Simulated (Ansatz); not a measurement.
A self-consistent single point of ScV2Ga4 (I4mm, 7 atoms in the cell) with Ansatz (an electronic-structure program).

Method: PBEsol, default PAW files made with PBE (plane waves; Ansatz).

The change in words: lattice scaled by 0.98; basis.ecutwfc: 420 eV → 145 eV. Reference geometry:
```
CELL_PARAMETERS angstrom
     -3.23685     3.23685     2.58214
      3.23685    -3.23685     2.58214
      3.23685     3.23685    -2.58214
ATOMIC_POSITIONS crystal
  Sc 0.00968 0.00968 0.00000
  V  0.75000 0.25000 0.50000
  V  0.25000 0.75000 0.50000
  Ga 0.30087 0.30087 0.60174
  Ga 0.69913 0.69913 0.39826
  Ga 0.30087 0.69913 0.00000
  Ga 0.69913 0.30087 0.00000
```

Reference input (self-consistent single point, DFT, PBEsol, plane waves, default PAW files made with PBE): basis.ecutwfc = 420 eV; kpoints.mp_grid.grid = 4 4 4; hamiltonian.xc = pbesol; hamiltonian.pseudopotentials = {kind: paw} (the program's default PAW files); scf.occupations.method = gaussian; scf.occupations.width = 0.1 eV. This run's input differs from it in these lines:

Ansatz 0.2 input:
```diff
@@ -2,5 +2,5 @@
   lattice:
-    - [-3.236846, 3.236846, 2.582138]
-    - [3.236846, -3.236846, 2.582138]
-    - [3.236846, 3.236846, -2.582138]
+    - [-3.172109, 3.172109, 2.530495]
+    - [3.172109, -3.172109, 2.530495]
+    - [3.172109, 3.172109, -2.530495]
   atoms:
@@ -14,3 +14,3 @@
 basis:
-  ecutwfc: 420.0
+  ecutwfc: 145.0
 kpoints:
```

Output, abridged:

```
SCF iter   1: F=—  HF=-22688.615034 eV  |F-HF|=—  |Δ(HF+E_count)|=         —  Δρ=3.74e-1  dr2=8.32e1  ethr=1.77e-3  ⟨swp⟩=5.6  Hψ=2216  notcnv=0
all-band conjugate gradients solve this SCF's bands
preconditioner: auto → LDOS
SCF iter   2: F=—  HF=-22625.272084 eV  |F-HF|=—  |Δ(HF+E_count)|=    6.33e1  Δρ=2.51e-1  dr2=5.44e1  ethr=1.77e-3  ⟨swp⟩=4.3  Hψ=2125  notcnv=0  defer=45
   [... lines left out ...]
SCF iter   6: F=—  HF=-22603.474404 eV  |F-HF|=—  |Δ(HF+E_count)|=   1.09e-3  Δρ=2.99e-4  dr2=7.17e-5  ethr=4.73e-6  ⟨swp⟩=2.3  Hψ=984  notcnv=0  defer=45
SCF iter   7: F=—  HF=-22603.474767 eV  |F-HF|=—  |Δ(HF+E_count)|=   3.64e-4  Δρ=8.06e-5  dr2=8.26e-6  ethr=8.05e-8  ⟨swp⟩=2.0  Hψ=840  notcnv=0  defer=45
SCF iter   8: F=—  HF=-22603.474766 eV  |F-HF|=—  |Δ(HF+E_count)|=   1.68e-6  Δρ=2.54e-5  dr2=1.01e-6  ethr=9.28e-9  ⟨swp⟩=2.5  Hψ=1115  notcnv=0  defer=45
SCF iter   9: F=-22603.474766 eV  HF=-22603.474766 eV  |F-HF|=1.68e-9  |Δ(HF+E_count)|=   2.84e-7  Δρ=3.65e-6  dr2=8.14e-9  ethr=1.12e-10  ⟨swp⟩=7.8  Hψ=2875  notcnv=0
SCF 1 converged in 9 iterations: F = -22603.474766 eV  dr2 = 8.14e-9
Free energy (F): -22603.474766 eV
Internal energy: -22603.457873 eV  (E = F + TS)
E sigma→0 (E₀):  -22603.466319 eV
Entropy (-TS):   -0.016892 eV (-2.413 meV/atom)
Fermi energy:    13.901892 eV
--- Forces (eV/Å), atoms counted from 1 ---
  atom   1  Sc    -0.00000000    -0.00000000    -0.32864050
  atom   2  V      0.00000000     0.00000000     0.01526046
  atom   3  V     -0.00000000     0.00000000     0.01526046
  atom   4  Ga    -0.51972050    -0.51972050     0.07451990
  atom   5  Ga     0.51972050     0.51972050     0.07451990
  atom   6  Ga     0.51972050    -0.51972050     0.07451990
  atom   7  Ga    -0.51972050     0.51972050     0.07451990
--- Stress (GPa, compression-positive) ---
        4.252932       0.000000       0.000000
        0.000000       4.252932      -0.000000
        0.000000       0.000000      11.534529
  P = ⅓ Tr σ = 6.6801 GPa (66.801 kbar)
  The stress holds the Pulay correction. Without it, at fixed plane waves, as pw.x and ABINIT print it: P = -1133.5165 GPa
```

The run converged in 9 iterations. Against the reference run the free energy rises by 36.4 eV/atom, the pressure goes from -3.44 to 6.68 GPa and the largest force goes from 0.164 to 0.739 eV/Å.

The starting cell comes from a database of computed structures (which also holds hypothetical and non-ambient phases and stackings), without a prior relaxation at this level. Its lattice was rescaled by up to half a per cent. One atom was moved a little off its site on purpose. For this run, on top of that: lattice scaled by 0.98. Spin polarisation is off. Ansatz's pressure includes its estimate of the finite-basis (Pulay) stress. Without the estimate this run gives -1133.52 GPa. The cutoff lies below the one recommended for these files.
